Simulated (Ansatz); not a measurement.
The reference is CdGeAs2 in the chalcopyrite structure (space group I-42d, No. 122).

```yaml
crystal:
  lattice:
    - [-2.97099, 2.97099, 5.65597]
    - [2.97099, -2.97099, 5.65597]
    - [2.97099, 2.97099, -5.65597]
  atoms:
    - { symbol: Cd, position: [0.00000, 0.00000, 0.00000] }
    - { symbol: Cd, position: [0.75000, 0.25000, 0.50000] }
    - { symbol: Ge, position: [0.50000, 0.50000, 0.00000] }
    - { symbol: Ge, position: [0.25000, 0.75000, 0.50000] }
    - { symbol: As, position: [0.87500, 0.84974, 0.47474] }
    - { symbol: As, position: [0.15026, 0.62500, 0.02526] }
    - { symbol: As, position: [0.37500, 0.40026, 0.52526] }
    - { symbol: As, position: [0.59974, 0.12500, 0.97474] }
```

Cartesian axes are those of the cell as printed.

Method: PBEsol (Ansatz, a first-principles code), spin-orbit coupling left out.

For the base:

```
Item        Result
--------  --------
Pressure  0.0 kbar
```

One thing is altered: uniaxial strain ε_zz = +1.50 %, all other strain components held at zero; the atoms relax in the strained cell.

Q: Predict the new energy relative to the base.

A: The energy goes up by 1.4 meV/atom.

Q: What does the calculation give for the pressure after the change?

A: The pressure (mean of the normal stresses, compression positive) goes from zero to -8.5 kbar.

Whether these cells are dynamically stable was not tested.
